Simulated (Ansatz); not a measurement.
## A computed series for SiC: response to strain

The reference is SiC in the wurtzite structure (space group P6_3mc, No. 186).

```xyz
4
Lattice="3.0564 0.0000 0.0000 -1.5282 2.6469 0.0000 0.0000 0.0000 5.0158" Properties=species:S:1:pos:R:3 pbc="T T T"
Si     0.0000     1.7646     5.0138
Si     1.5282     0.8823     2.5059
C      0.0000     1.7646     1.8830
C      1.5282     0.8823     4.3909
```

Cartesian axes are those of the cell as printed.

Strains are applied to the cell and any free atomic positions relax.

Level of theory: LDA, PAW, 420 eV (Ansatz, a quantum-chemistry and plane-wave program; no spin-orbit coupling).

Notes on the quantities. pressure: mean of the normal stresses, compression positive; energy relative to the base: free energy F.

```json
[
 {"case": "base", "pressure": "0.00 GPa", "smallest direct gap": "3.92 eV", "band gap": "2.13 eV", "energy relative to the base": "0 meV/atom"},
 {"case": "uniaxial strain ε_zz = −3.00 %", "pressure": "7.37 GPa", "smallest direct gap": "3.73 eV", "band gap": "2.12 eV", "energy relative to the base": "+17 meV/atom"},
 {"case": "uniaxial strain ε_zz = −2.40 %", "pressure": "5.81 GPa", "smallest direct gap": "3.77 eV", "band gap": "2.15 eV", "energy relative to the base": "+11 meV/atom"},
 {"case": "uniaxial strain ε_zz = −1.80 %", "pressure": "4.29 GPa", "smallest direct gap": "3.81 eV", "band gap": "2.17 eV", "energy relative to the base": "+5.9 meV/atom"},
 {"case": "uniaxial strain ε_zz = −0.60 %", "pressure": "1.39 GPa", "smallest direct gap": "3.88 eV", "band gap": "2.17 eV", "energy relative to the base": "+0.6 meV/atom"}
]
```

Stability against distortions was not tested.
